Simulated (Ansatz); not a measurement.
Br on the 1x1 (0001) surface of hcp Ti, one in a 2x2 cell, started at the site 'hollow Ti-Ti-Ti'

These are PBE (plane waves to 420 eV, PAW; Ansatz, a program for electronic structure) values and carry that method's errors.

Model: 17-atom slab, 6.8 Å thick at the start under the adsorbate (thin: gaps and levels are the slab's own), 6x6x1 mesh, Fermi-Dirac 0.1 eV, dipole correction, 8 atoms held, the rest relaxed; symmetry of the start imposed; no spin, no spin-orbit, no U, no dispersion correction. At the end it is bonded to 3 Ti. In PBE it is, or lies within 0.03 eV of, the lowest of the starts that converged.

```
Item                                                                                                                      Result
--------------------------------------------------------------------------------------  ----------------------------------------
adsorption energy against ½ Br2(g)                                                                                      -3.20 eV
work function of the top face                                                                                            4.08 eV
change of the work function                                                                                             -0.31 eV
change of the step from the bottom to the top vacuum level, against the clean slab                                      -0.31 eV
energy released by relaxation                                                                                            0.33 eV
height of the binding atom over the mean of the host atoms within 0.3 Å of the top one                                   1.996 Å
nearest host atoms of the binding atom                                                  Ti at 2.67 Å, Ti at 2.67 Å, Ti at 2.67 Å
largest move of a host atom                                                                                               0.09 Å
cost                                                                                       about 4 core-minutes (a rough figure)
```

A negative adsorption energy means that the adsorbate is more stable on the surface than in its reference.
